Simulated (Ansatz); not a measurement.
## How far PBE and PBEsol part for hypothetical P6_422 BAs, pressure 5 GPa

The parent structure is BAs (space group P6_422, No. 181; a = 3.4587 Å, c = 7.4818 Å; a hypothetical phase, not in the database extracts checked).

(Cell as relaxed with PBE.)

Levels (all Ansatz, a first-principles code, PAW): PBE (420 eV, spin-orbit coupling left out); PBEsol (420 eV, scalar-relativistic without spin-orbit coupling).

Each level relaxes its own structure.

| base | PBE | PBEsol |
|---|---|---|
| volume per atom | 12.92 Å³ | 12.56 Å³ |
| lattice parameter a | 3.459 Å | 3.429 Å |
| band gap | 0.48 eV | 0.31 eV |

Modification: a hydrostatic pressure of 5 GPa.

| quantity | PBE | PBEsol |
|---|---|---|
| hole mass | 0.20 mₑ along c, 0.43 mₑ across (at Γ) | ? |
| electron mass | 0.19 mₑ along c, 0.32 mₑ across (at M) | ? |
| band gap | 0.38 eV | ? |
| shortest interatomic distance | 2.108 Å | ? |

Given the PBE results, estimate those of PBEsol.


- hole mass, PBEsol: 0.22 mₑ along c, 0.39 mₑ across (at Γ)
- electron mass, PBEsol: 0.18 mₑ along c, 0.31 mₑ across (at M)
- band gap, PBEsol: 0.22 eV
- shortest interatomic distance, PBEsol: 2.090 Å

PBE's band gap lies 0.16 eV above PBEsol's; PBE's shortest interatomic distance lies 0.018 Å above PBEsol's (0.9 %). Neither level is exact; PBEsol is the comparison here, not a measurement.

Load acts through the strain it causes; cell and atoms are relaxed under it. Masses are band curvatures over ±0.01 Å⁻¹ around the edge. No phonon test of stability was made. Competing high-pressure phases were not computed. The base started in P3_121 and relaxed to P6_422 at this level. The zero or small gap of BAs under pressure 5 GPa can change with the level of theory.
